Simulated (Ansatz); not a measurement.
MgS (Fm-3m), HSE06, rigid bands (Ansatz, an electronic-structure program): band gap 3.83 eV, N_c = 1.59e19 cm⁻³ and N_v = 1.66e20 cm⁻³ at 300 K, conductivity masses of 0.347 mₑ (electrons) and 0.949 mₑ (holes). Take k_BT = 0.02585 eV.

**Question.** Find the intrinsic carrier density and the intrinsic Fermi level.

**Answer.** n_i = √(N_c N_v) exp(−E_g/2k_BT) = 5.14e19 × exp(−74.08) = 3.5e-13 cm⁻³. The level lies (k_BT/2) ln(N_v/N_c) = 30 meV from mid-gap (positive towards the conduction band). Each 0.1 eV added to the gap lowers n_i by a factor of 6.9.

**Question.** What thermal injection velocity √(2k_BT/πm) limits a ballistic channel?

**Answer.** 9.13e6 cm/s for electrons and 5.52e6 cm/s for holes, a ratio of √(m_h/m_e) = 1.65, for dilute carriers.

**Question.** A film of it is 2 nm thick. Estimate the confinement energies in an infinite well.

**Answer.** ħ²π²/(2m t²) = 0.376 eV·nm²/(m/mₑ × t²) gives 271 meV for electrons and 99.1 meV for holes, so the gap would widen to about 4.20 eV. Finite barriers and nonparabolic bands lower this, and with several valleys or bands the heaviest mass along the normal sets the lowest level, not this average.

Rigid, parabolic bands with the computed gap; masses take one relaxation time for all states. Spin-orbit coupling is left out; where it splits the top of the valence band, N_v and the p-type Seebeck coefficient come out somewhat high without it. Geometry: cell and atoms relaxed with PBEsol.
